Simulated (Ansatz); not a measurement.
System: HfRh3 (model structure, started from the D022 type, I4/mmm, No. 139, 4 atoms in the cell). Method: r²SCAN (plane waves, PAW; Ansatz, an electronic-structure program).

Settings: plane-wave cutoff 560 eV, 20×20×20 k mesh, Fermi–Dirac smearing 0.05 eV, no spin polarisation, scalar-relativistic PAW data made under PBE.

Cell (relaxed at this level):

```xyz
4
Lattice="-1.9777 1.9777 3.8743 1.9777 -1.9777 3.8743 1.9777 1.9777 -3.8743" Properties=species:S:1:pos:R:3 pbc="T T T"
Rh     0.0000     0.0000     3.8743
Rh     0.0000     1.9777     1.9372
Rh     1.9777     0.0000     1.9372
Hf     0.0000     0.0000     0.0000
```

Question: What does this level give for the bulk modulus?

Answer: 
- bulk modulus: 231 GPa

Note: the run has no spin polarisation, so it can have missed a magnetic state; the bulk modulus is −V dP/dV from two relaxed cells at ±2 % in volume; the relaxation could raise the start's symmetry but not lower it, so the cell can be a saddle point.

Spin–orbit coupling is not included.

Static lattice: no zero-point or thermal effects.

A model structure was made by putting elements into a prototype or built by hand; it is no filed structure, need not be a known phase, and can be a saddle point held by its symmetry.
